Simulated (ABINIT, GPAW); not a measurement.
An ABINIT input for a self-consistent single point of MnCo (Pm-3m, 2 atoms in the cell) (DFT, PBEsol, plane waves, norm-conserving pseudopotentials (PseudoDojo nc-sr-04 PBEsol standard)):

```
# MnCo, PseudoDojo nc-sr-04 PBEsol standard
pp_dirpath "./"
pseudos "Mn.upf, Co.upf"
acell 3*1.0
rprim
         5.3925224692    0.0000000000    0.0000000000
         0.0000000000    5.3925224692    0.0000000000
         0.0000000000    0.0000000000    5.3925224692
natom 2
ntypat 2
znucl 25 27
typat 1 2
xcart
         0.0000000000    0.0000000000    0.0000000000
         2.6962612346    2.6962612346    2.6962612346
ecut 1306 eV
nsppol 2
spinat
      0 0 4
      0 0 3
occopt 7
tsmear 0.00999582
nband 27
kptopt 1
ngkpt 12 12 12
nshiftk 1
shiftk 0 0 0
nstep 60
tolvrs 1.0e-12
prtwf 0
prtden 0
prtvol 1
```

Write the same calculation as an input for GPAW.

This is the input that was run; spellings and numerical settings could be chosen otherwise.

```python
from ase import Atoms
from ase.units import GPa
from gpaw import GPAW, PW

atoms = Atoms(['Mn', 'Co'],
              cell=[[2.853600, 0.000000, 0.000000],
                    [0.000000, 2.853600, 0.000000],
                    [0.000000, 0.000000, 2.853600]],
              scaled_positions=[[0.000000, 0.000000, 0.000000],
                                [0.500000, 0.500000, 0.500000]],
              pbc=True)

atoms.set_initial_magnetic_moments([4.0, 3.0])

calc = GPAW(spinpol=True,
            mode=PW(800),
            xc='PBEsol',
            kpts={'size': (12, 12, 12), 'gamma': True},
            occupations={'name': 'methfessel-paxton', 'width': 0.272, 'order': 0},
            nbands=-6,
            convergence={'density': 1e-05, 'energy': 1e-05},
            symmetry={'symmorphic': False, 'tolerance': 0.0005},
            maxiter=120,
            txt='-')

atoms.calc = calc

energy = atoms.get_potential_energy()
print('Energy (eV):', round(energy, 6))
forces = atoms.get_forces()
print('Forces (eV/Ang):')
print(forces.round(5))
stress = atoms.get_stress()
print('Stress (GPa, Voigt):', (stress / GPa).round(4))
```

Basis, cutoffs, solver keys and any potentials are the target program's own. This input uses DFT PBEsol, plane waves, GPAW PAW datasets PBEsol (made by gpaw-setup). Both were run: pressure -8.96 GPa in ABINIT and -8.14 in GPAW; size of the net moment 2.02 μB/atom in ABINIT and 2.00 in GPAW.

On GPAW: the starting cell comes from a database of computed structures (which also holds hypothetical and non-ambient phases and stackings), without a prior relaxation at this level. The magnetic order is the one reached from the typed start; others were not searched systematically. With a pressure of about -8 GPa the cell is away from its equilibrium volume at this level.

On ABINIT: the starting cell comes from a database of computed structures (which also holds hypothetical and non-ambient phases and stackings), without a prior relaxation at this level. The magnetic order is the one reached from the typed start; others were not searched systematically. With a pressure of about -9 GPa the cell is away from its equilibrium volume at this level.
